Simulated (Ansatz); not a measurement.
System: BP (model structure, started from the CdTe type, P6₄22, No. 181, 6 atoms in the cell). Method: r²SCAN+rVV10 in Ansatz (plane waves, PAW).

Run with plane-wave cutoff 560 eV, 12×12×4 k mesh (along the axes of the cell as run), Fermi–Dirac smearing 0.01 eV, scalar-relativistic PAW data made under PBE.

Computed at the level's own relaxed cell.

```
BP
1.0
    3.27275     0.00000     0.00000
   -1.63637     2.83428     0.00000
    0.00000     0.00000     6.99623
B P
3 3
Direct
  0.00000   0.49999   0.66667
  0.50001   0.50001   0.00000
  0.49999   0.00000   0.33333
  0.00000   0.49999   0.16667
  0.50001   0.50001   0.50000
  0.49999   0.00000   0.83333
```

### Question
List the 16 lowest band energies at Γ above −25 eV (eV, relative to the valence band maximum), grouping those that round alike.

### Answer
At Γ: -17.51, -14.72 (×2), -6.61 (×2), -4.89, -2.51 (×2), -1.31 (×2), -1.02, 0.00, 2.67 (×2), 3.32 (×2).

Note: the relaxation could raise the start's symmetry but not lower it, so the cell can be a saddle point.

A model structure was made by putting elements into a prototype or built by hand; it is no filed structure, need not be a known phase, and can be a saddle point held by its symmetry.

Ansatz is a program for electronic structure.
